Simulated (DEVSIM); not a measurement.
System: abrupt InP p-n junction, at 300 K.

Layer 1 from the left is InP, thickness (μm) 78.0, Na (cm⁻³) 3.6e17, τn (s) 3.5e-9, τp (s) 3.5e-9. Layer 2 from the left is InP, thickness (μm) 8.60, Nd (cm⁻³) 1.2e14, τn (s) 3.5e-9, τp (s) 3.5e-9.

Left contact: ohmic. Right contact: ohmic. Voltage is applied to the left contact. Recombination: SRH at mid-gap, radiative, Auger. Mobility is μmin + (μ − μmin)/(1 + (N/Nref)^α).

Constants are typed, rounded textbook-type inputs, not results; the design itself was drawn at random and stands for no fabricated device. Values at 300 K.

InP: gap (eV) 1.344, affinity (eV) 4.38, permittivity 12.5, Nc (cm⁻³) 5.7e17, Nv (cm⁻³) 1.1e19, μn (cm²/Vs) 5200, μp (cm²/Vs) 170, μn,min 400, μp,min 10, Nref,n 3e17, Nref,p 4.9e17, αn 0.47, αp 0.62, B (cm³/s) 1.2e-10, Cn (cm⁶/s) 9e-31, Cp (cm⁶/s) 9e-31.

Task: Estimate by hand the built-in potential, the peak field at zero bias, the capacitance at -1 V, and compare with a numerical solution.

Result: 
- Built-in potential: ni = √(Nc Nv) exp(−Eg/2kT) = 1.29e7 cm⁻³ with Eg = 1.344 eV; Vbi = kT/q ln(Na Nd/ni²) = 1.037 V; numerical 1.037 V.
- Peak field at zero bias: depletion approximation: W = √(2εVbi/(qN)) = 3.46 μm with N = 1.20e14 cm⁻³; field = 2Vbi/W = 6000 V/cm; numerical 31900 V/cm (estimate below by 81 %).
- Capacitance at -1 V: C = √(qεN / 2(Vbi + |V|)) = 2.29 nF/cm²; numerical 2.37 nF/cm² (estimate below by 3.4 %).

Simulated with DEVSIM: 1D drift-diffusion, Boltzmann statistics, complete ionisation; no tunnelling, impact ionisation, image-force lowering or self-heating.
